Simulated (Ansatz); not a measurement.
Take Os in the hcp (Mg type) structure (space group P6_3/mmc, No. 194) as the base.

```
CELL_PARAMETERS angstrom
      2.73887     0.00000     0.00000
     -1.36943     2.37193     0.00000
      0.00000     0.00000     4.31684
ATOMIC_POSITIONS crystal
  Os 0.33333 0.66667 0.75000
  Os 0.66667 0.33333 0.25000
```

Cartesian axes are those of the cell as printed.

Calculations: r2SCAN, PAW, 500 eV (Ansatz, a first-principles code; scalar-relativistic without spin-orbit coupling), earlier PAW set.

Base values:

```
Quantity                        Result
-----------------------------  -------
Shortest interatomic distance  2.676 Å
```

It is then changed as follows: a free-standing slab of 4 layers (4 atoms, 1 a layer) is cut normal to the z axis, with 15 Å of vacuum and the in-plane cell held at bulk.

Q: Predict the new excess energy per area of both faces and shortest interatomic distance.

A: The excess energy per area of both faces (slab less bulk energy over the cell's area: twice a surface energy) comes out as 6.5 J/m² (uncertain by up to 0.10 J/m²); the shortest interatomic distance shrinks by 0.058 Å to 2.618 Å.

The excess energy carries the mismatch between the slab's and the bulk's meshes. Whether these cells are dynamically stable was not tested. The final runs are not spin-polarised.
